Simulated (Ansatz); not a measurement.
Cost and result by functional for the surface energy of the (21-32) surface of hcp Lu in its 1x1 cell, outermost plane spacing 0.35 Å in the ideal cut (one of several cuts of this face), in Ansatz (plane waves, PAW). Single points on the PBE structure, on one kind of machine; costs are rough ratios of the slab run's core time (references not counted) to the cheapest single point. r2SCAN's cost holds its higher cutoff (500 against 420 eV). Differences are taken against r2SCAN for comparison alone: no measured value is at hand, so the table doesn't rank accuracy.

Model: 20-atom slab, 9.9 Å thick at the start (thin: gaps and levels are the slab's own), 6x5x1 mesh, Fermi-Dirac 0.1 eV, dipole correction, all atoms relaxed; start symmetry kept, larger cells not searched; no spin, no spin-orbit, no U. These notes are the PBE run's.

```
functional                     relative cost  surface energy (J/m²)  less r2SCAN (J/m²)
-----------------------------  -------------  ---------------------  ------------------
LDA                                        1                   1.38                0.04
PBEsol                                     1                   1.34               -0.01
RPBE                                       1                   1.13               -0.22
r2SCAN                                     2                   1.34                0.00
PBE (the relaxed run's value)              –                   1.22               -0.12
```

The values span 0.25 J/m², while the single points' costs differ by a factor of roughly 2. Differences are of unrounded values.

Ansatz is a quantum-chemistry and plane-wave program.
